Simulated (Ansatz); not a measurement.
Base system: Mg₃SiO in the anti-perovskite structure (space group Pm-3m, No. 221; a = 4.222 Å; a hypothetical phase, not in the database extracts checked).

(Cell as relaxed with PBE.)

Levels (all Ansatz, an electronic-structure program, PAW): PBE (420 eV, without spin-orbit coupling); PBEsol (420 eV, spin-orbit coupling left out).

Each level relaxes its own structure.

```
base                      PBE    PBEsol
-------------------  --------  --------
volume per atom      15.05 Å³  14.71 Å³
lattice parameter a   4.222 Å   4.190 Å
band gap                 zero      zero
```

The change: cell and atoms relaxed at a pressure of 3 GPa.

| quantity | PBE | PBEsol |
|---|---|---|
| lattice parameter a | 4.174 Å | ? |
| band gap | zero | ? |

### Question
Predict the PBEsol column.

### Answer

- lattice parameter a, PBEsol: 4.144 Å
- band gap, PBEsol: zero

PBE's lattice parameter a lies 0.030 Å above PBEsol's (0.7 %); the two agree on the band gap. Neither level is exact; PBEsol is the comparison here, not a measurement.

Load acts through the strain it causes; cell and atoms are relaxed under it. No phonon test of stability was made. The final runs are not spin-polarised. A zero or small gap of Mg3SiO can be the functional's error rather than a property of the material.
